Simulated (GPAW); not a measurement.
Converging the SCF threshold: MgS (R3m, 2 atoms in the cell)

```
CELL_PARAMETERS angstrom
      0.00000     2.84729     2.84729
      2.84729     0.00000     2.84729
      2.84729     2.84729     0.00000
ATOMIC_POSITIONS crystal
  Mg 0.00507 0.00507 0.00507
  S  0.75000 0.75000 0.75000
```

Computed with LDA (Perdew-Wang 92), GPAW PAW datasets LDA (gpaw-data 1.0.1) (plane waves; GPAW 25.7.0).

Base settings: mode = pw; ecut = 850 eV; xc = LDA; kpts = 3 3 3; mesh shift (steps) = 0 0 0; occupations.name = fermi-dirac; occupations.width = 0 eV; nbands = -8; convergence.density = 1e-05 e/electron; convergence.energy = 1e-05 eV/electron.

Moved along: convergence.density, convergence.eigenstates.

The mesh stays at the base's, so the ladder's end is converged at best in this setting alone.

Only quantities that move along the ladder and can be compared are tabulated; the gap is left out on so coarse a mesh.

The count of work is k-points × plane waves × bands × iterations; it is no time. 

The starting cell comes from a database of computed structures (which also holds hypothetical and non-ambient phases and stackings), without a prior relaxation at this level. Its lattice was rescaled by up to half a per cent. One atom was moved a little off its site on purpose.

```csv
convergence.energy,largest difference of a force vector from the last step's (eV/Å),count of work / last
0.006 eV/electron,0.036,0.23
0.0006 eV/electron,0.002,0.30
6e-05 eV/electron,0.002,0.30
1e-05 eV/electron,0.001,0.47
6e-06 eV/electron,0.001,0.47
6e-07 eV/electron,0.000,0.53
6e-08 eV/electron,0.000,0.63
6e-09 eV/electron,0.000,0.67
6e-12 eV/electron,0.000,0.81
6e-14 eV/electron,0.000,1.0
```

Coarsest convergence.energy that holds the forces within 0.02 eV/Å of the last step, with all finer ones: 0.0006 eV/electron, at 0.30 of the last step's count of work; the step before is off by 0.036 eV/Å.
